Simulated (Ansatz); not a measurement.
Results of r²SCAN+rVV10 in Ansatz (plane waves, PAW) for CsCl-type RbBr (model structure).

Numerical settings: plane-wave cutoff 500 eV, 8×8×8 k mesh, gaussian smearing 0.02 eV, scalar-relativistic PAW data made under PBE.

Cell (relaxed at this level):

```xyz
2
Lattice="4.0754 0.0000 0.0000 0.0000 4.0754 0.0000 0.0000 0.0000 4.0754" Properties=species:S:1:pos:R:3 pbc="T T T"
Rb     0.0000     0.0000     0.0000
Br     2.0377     2.0377     2.0377
```

What does this level give for the band gap?


* **band gap**: 4.89 eV (on the SCF k mesh)

Note: the relaxation could raise the start's symmetry but not lower it, so the cell can be a saddle point.

Spin–orbit coupling is not included.

A model structure was made by putting elements into a prototype or built by hand; it is no filed structure, need not be a known phase, and can be a saddle point held by its symmetry.

Ansatz is a first-principles code.
